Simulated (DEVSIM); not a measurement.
Device: Ru/SiO2/p-GaSb capacitor, at 300 K.

Layer 1 from the left is SiO2, thickness (nm) 3.40. Layer 2 from the left is GaSb, thickness (nm) 7600, Na (cm⁻³) 6.2e15.

Metal gate on the left, work function 4.7 eV. Fixed charge at the semiconductor interface 1.39e12 cm⁻² (in units of +e); no interface traps.

This is a model device: material constants are rounded textbook-type values typed into the input, and sizes, dopings and lifetimes were drawn at random. Values at 300 K.

SiO2: gap (eV) 9, affinity (eV) 0.9, permittivity 3.9. GaSb: gap (eV) 0.726, affinity (eV) 4.06, permittivity 15.7, Nc (cm⁻³) 2.1e17, Nv (cm⁻³) 1.8e19.

Model (solved in DEVSIM): 1D Poisson equation in equilibrium, Boltzmann statistics, complete ionisation; no quantum confinement or tunnelling. Metal contacts follow the ideal Schottky-Mott rule: no Fermi-level pinning, no interface dipoles.

Problem. What does the simulation give for the flat-band voltage, the threshold voltage (band bending 2φF), the minimum of the low-frequency capacitance?

Solution. flat-band voltage -0.10 V; threshold voltage (band bending 2φF) 0.36 V; minimum of the low-frequency capacitance 0.0468 μF/cm².
